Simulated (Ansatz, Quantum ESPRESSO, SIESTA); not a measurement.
## Code comparison for LaPd₂ (I4/mmm, 3 atoms in the cell)

Self-consistent single point.

```xyz
3
Lattice="-1.9748 1.9748 4.4069 1.9748 -1.9748 4.4069 1.9748 1.9748 -4.4069" Properties=species:S:1:pos:R:3 pbc="T T T"
La     0.0000     0.0000     0.0000
Pd     0.0000     1.9748     2.2034
Pd     1.9748     0.0000     2.2034
```

Shared settings, as Ansatz (a program for electronic structure) writes them: kpoints.mp_grid.grid = 4 4 4; scf.occupations.method = fermi_dirac; scf.occupations.width = 0.1 eV. Potentials and cutoffs stand in the table.

| code | model | pressure (GPa) | cutoff |
|---|---|---|---|
| Quantum ESPRESSO | PBEsol, GBRV 1.5 ultrasoft (PBESOL) pseudopotentials | -1.30 | 40 Ry |
| Ansatz | PBEsol, PAW files made with PBE | -1.62 | default |
| SIESTA | GGA PBEsol, numerical atomic orbitals DZP, PseudoDojo PBEsol standard norm-conserving potentials (rewritten from UPF to PSML) | 1.13 | grid 400 Ry |

On Ansatz's run: spin polarisation is off.

The spread over the programs that give each value: pressure within 2.75 GPa.

SIESTA uses small atom-centred bases, whose incompleteness enters pressures, forces and empty levels differently from a plane-wave cutoff. Ansatz's pressure is given at a fixed set of plane waves, as the other plane-wave codes print theirs. In the pressure, SIESTA (by 2.60) lies more than 1 GPa from the median of the plane-wave programs.

On the base mesh (9 9 9) the same programs gave: Ansatz pressure -1.73 GPa; Quantum ESPRESSO pressure -1.41 GPa; SIESTA pressure 0.94 GPa.

The starting cell comes from a database of computed structures (which also holds hypothetical and non-ambient phases and stackings), without a prior relaxation at this level. Its lattice was rescaled by a random factor within 2.5 % of one.

Left out of this page: Elk and FLEUR (not drawn, or without a comparable value).

Keys are those of Ansatz 0.2.
